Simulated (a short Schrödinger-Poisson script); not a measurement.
Structure: gated In0.52Al0.48As/In0.53Ga0.47As δ-doped gas in a quantum well, at 77 K.

```
layer        material  thickness (nm)  Na (cm⁻³)
-----  --------------  --------------  ---------
1      In0.52Al0.48As               8          -
2      In0.52Al0.48As              10          -
3      In0.53Ga0.47As               6          -
4      In0.52Al0.48As            4000       1e15
```

The device is made up for the run: typed textbook-type constants, with dimensions and the other settings drawn at random. In0.52Al0.48As: permittivity 12.5, conduction-band edge (eV) 0.52, gap (eV) 1.45, electron mass (mₑ) 0.075, Nv at 300 K (cm⁻³) 1.1e19. In0.53Ga0.47As: permittivity 13.9, conduction-band edge (eV) 0, gap (eV) 0.74, Nv at 300 K (cm⁻³) 7.7e18.

Channel valleys (confinement mass, in-plane density-of-states mass, number): Γ 0.041, 0.041, 1. At the gate the conduction-band edge of layer 1 lies 0.65 eV − eVg above the Fermi level of the channel; the field vanishes at the back. Sheet of ionised δ-doping: +1.6e12 e/cm² at 8 nm from the gate. The barrier under the gate holds no holes. Gaps are held at their typed values at every temperature. Mesh 0.08 nm at interfaces.

Solved with a short Schrödinger-Poisson script written for these runs: 1D Poisson equation in equilibrium, electrons quantum, Hartree (BenDaniel-Duke, 40 states a valley, the channel's in-plane mass for all, wave functions free to enter the barrier), parabolic valleys, classical holes, full ionisation, no traps, pinning or gate leakage.

### Question
List the lowest subbands of each valley and their electrons at Vg = 0.4 V.

### Answer
| valley | subband | energy from the Fermi level (meV) | electrons (cm⁻²) | share (%) |
|---|---|---|---|---|
| Γ | 0 | -54.3 | 9.30e11 | 100.0 |
| Γ | 1 | 228.0 | < 1e6 | 0.0 |
| Γ | 2 | 237.5 | < 1e6 | 0.0 |

All electrons: 9.30e11 cm⁻².
